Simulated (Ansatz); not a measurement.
A computed series for hypothetical cubic perovskite ZrZnO3: pressure series

The parent structure is ZrZnO$_{3}$ in the cubic perovskite structure (space group Pm-3m, No. 221; a = 4.0720 Å; a hypothetical phase, not in the database extracts checked).

Cell and atoms are relaxed at each pressure.

Calculations: Ansatz (a first-principles code), PBEsol, PAW, cutoff 420 eV, no spin-orbit coupling.

```
pressure (GPa)  volume per atom (Å³/atom)
--------------  -------------------------
-2                                 13.675
-1                                 13.588
0                                  13.504
3                                  13.268
7                                  12.984
15                                 12.495
30                                      ?
75                                 10.352
100                                 9.815
```

Q: Fit the third-order Birch–Murnaghan form P(V) = (3B₀/2)[(V₀/V)^(7/3) − (V₀/V)^(5/3)]·[1 + (3/4)(B₀′ − 4)((V₀/V)^(2/3) − 1)] (squares taken in P) to the rows shown and predict the withheld row.

A: Least squares on the printed values gives V₀ = 13.503 Å³/atom, B₀ = 166 GPa, B₀′ = 4.0; this predicts 11.770 Å³/atom, and the run gives 11.765 Å³/atom, 0.005 lower.

Load acts through the strain it causes; cell and atoms are relaxed under it. No phonon test of stability was made. No other phases were tried under pressure. The final runs are not spin-polarised. Many cubic perovskites are stable only at high temperature; tilts and polar distortions were not tested.
